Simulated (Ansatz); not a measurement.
PBE-D3(BJ) against r2SCAN+rVV10: MoS2, biaxial strain −0.54 %, plane normal [001], relaxed out of plane

Take MoS2 in the 3R-MoS2 type structure (space group R3m, No. 160; layered, stacked along the Cartesian z axis) as the base.

```yaml
crystal:
  lattice:
    - [1.57661, 0.91026, 5.99789]
    - [-1.57661, 0.91026, 5.99789]
    - [0.00000, -1.82051, 5.99789]
  atoms:
    - { symbol: Mo, position: [0.00002, 0.00002, 0.00002] }
    - { symbol: S, position: [0.75353, 0.75353, 0.75353] }
    - { symbol: S, position: [0.57975, 0.57975, 0.57975] }
```

Cartesian axes are those of the cell as printed.

(Cell as relaxed with PBE-D3(BJ).)

Levels (all Ansatz, an electronic-structure program, PAW, earlier PAW set): PBE-D3(BJ) (420 eV, spin-orbit coupling left out); r2SCAN+rVV10 (500 eV, no spin-orbit coupling).

Each level relaxes its own structure.

| base | PBE-D3(BJ) | r2SCAN+rVV10 |
|---|---|---|
| volume per atom | 17.22 Å³ | 18.03 Å³ |
| lattice parameter a | 3.153 Å | 3.175 Å |
| band gap | 0.77 eV | 1.02 eV |

Modification: compressive biaxial strain of 0.54 % in the plane normal to [001], as in epitaxy on a mismatched substrate; the out-of-plane cell vector and the atoms relax.

```tsv
quantity	PBE-D3(BJ)	r2SCAN+rVV10
shift of the gap caused by the change	+0.02 eV	+0.03 eV
smallest direct gap	1.83 eV	1.86 eV
out-of-plane strain	+0.29 %	+0.32 %
mean in-plane stress (compression positive)	+1.5 GPa	+1.6 GPa
band gap	0.78 eV	1.06 eV
```

PBE-D3(BJ)'s smallest direct gap lies 0.03 eV below r2SCAN+rVV10's; PBE-D3(BJ)'s out-of-plane strain lies 0.03 % below r2SCAN+rVV10's; PBE-D3(BJ)'s band gap lies 0.272 eV below r2SCAN+rVV10's. Neither level is exact; r2SCAN+rVV10 is the comparison here, not a measurement.

No phonon test of stability was made.
